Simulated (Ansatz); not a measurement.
Input and output of a self-consistent single point for Pd (Fm-3m, 1 atom in the cell) (Ansatz, a quantum-chemistry and plane-wave program).

Method of the run: PBE (plane waves, PAW; Ansatz).

The change in words: lattice scaled by 0.98; kpoints.mp_grid.grid: 14 14 14 → 31 31 31. Reference geometry:
```
CELL_PARAMETERS angstrom
      0.00000     1.95084     1.95084
      1.95084     0.00000     1.95084
      1.95084     1.95084     0.00000
ATOMIC_POSITIONS crystal
  Pd 0.00000 0.00000 0.00000
```

Reference input (self-consistent single point, DFT, PBE, plane waves, default PAW files): basis.ecutwfc = 420 eV; kpoints.mp_grid.grid = 14 14 14; hamiltonian.xc = pbe; hamiltonian.pseudopotentials = {kind: paw} (the program's default PAW files); scf.occupations.method = fermi_dirac; scf.occupations.width = 0.1 eV. This run's input differs from it in these lines:

Ansatz 0.2 input:
```diff
@@ -2,5 +2,5 @@
   lattice:
-    - [0.000000, 1.950835, 1.950835]
-    - [1.950835, 0.000000, 1.950835]
-    - [1.950835, 1.950835, 0.000000]
+    - [0.000000, 1.911818, 1.911818]
+    - [1.911818, 0.000000, 1.911818]
+    - [1.911818, 1.911818, 0.000000]
   atoms:
@@ -10,3 +10,3 @@
 kpoints:
-  mp_grid: { grid: [14, 14, 14] }
+  mp_grid: { grid: [31, 31, 31] }
 hamiltonian:
```

Log, with long lists cut:

```
SCF iter   1: F=—  HF=-6972.806799 eV  |F-HF|=—  |Δ(HF+E_count)|=         —  Δρ=3.97e-3  dr2=1.91e-3  ethr=1.77e-3  ⟨swp⟩=5.0  Hψ=61901  notcnv=0
all-band conjugate gradients solve this SCF's bands
preconditioner: auto → none
SCF iter   2: F=—  HF=-6972.806508 eV  |F-HF|=—  |Δ(HF+E_count)|=   2.91e-4  Δρ=2.07e-3  dr2=3.38e-4  ethr=1.06e-5  ⟨swp⟩=2.6  Hψ=22312  notcnv=0
SCF iter   3: F=—  HF=-6972.806445 eV  |F-HF|=—  |Δ(HF+E_count)|=   6.28e-5  Δρ=7.45e-4  dr2=1.96e-5  ethr=1.88e-6  ⟨swp⟩=2.2  Hψ=15246  notcnv=0
SCF iter   4: F=—  HF=-6972.806481 eV  |F-HF|=—  |Δ(HF+E_count)|=   3.64e-5  Δρ=9.59e-5  dr2=2.92e-7  ethr=1.09e-7  ⟨swp⟩=2.5  Hψ=16558  notcnv=0
iter 5 did not close the SCF: its close was put off for the readings that it lacked (scf_convergence_deferred on its scf_iter line)
SCF iter   5: F=-6972.806482 eV  HF=-6972.806482 eV  |F-HF|=3.23e-10  |Δ(HF+E_count)|=   7.65e-7  Δρ=5.83e-6  dr2=1.61e-9  ethr=1.62e-9  ⟨swp⟩=2.3  Hψ=17361  notcnv=0
SCF iter   6: F=-6972.806482 eV  HF=-6972.806482 eV  |F-HF|=5.46e-12  |Δ(HF+E_count)|=  7.36e-10  Δρ=6.32e-7  dr2=1.35e-11  ethr=8.96e-12  ⟨swp⟩=1.3  Hψ=30685  notcnv=0
SCF 1 converged in 6 iterations: F = -6972.806482 eV  dr2 = 1.35e-11
Free energy (F): -6972.806482 eV
Internal energy: -6972.746420 eV  (E = F + TS)
E sigma→0 (E₀):  -6972.776451 eV
Entropy (-TS):   -0.060062 eV (-60.062 meV/atom)
Fermi energy:    21.326527 eV
--- Forces (eV/Å), atoms counted from 1 ---
  atom   1  Pd    -0.00000000     0.00000000     0.00000000
--- Stress (GPa, compression-positive) ---
       20.294024       0.000000       0.000000
        0.000000      20.294024       0.000000
       -0.000000      -0.000000      20.294024
  P = ⅓ Tr σ = 20.2940 GPa (202.940 kbar)
  The stress holds the Pulay correction. Without it, at fixed plane waves, as pw.x and ABINIT print it: P = 20.2138 GPa
```

The run converged in 6 iterations. Against the reference run the free energy rises by 64.8 meV/atom and the pressure goes from 6.29 to 20.29 GPa.

The starting cell has typed, rounded lattice constants, without a prior relaxation at this level. Its lattice was rescaled by up to half a per cent. For this run, on top of that: lattice scaled by 0.98. Spin polarisation is off. With a pressure of about 20 GPa the cell is away from its equilibrium volume at this level. Ansatz's pressure includes its estimate of the finite-basis (Pulay) stress.
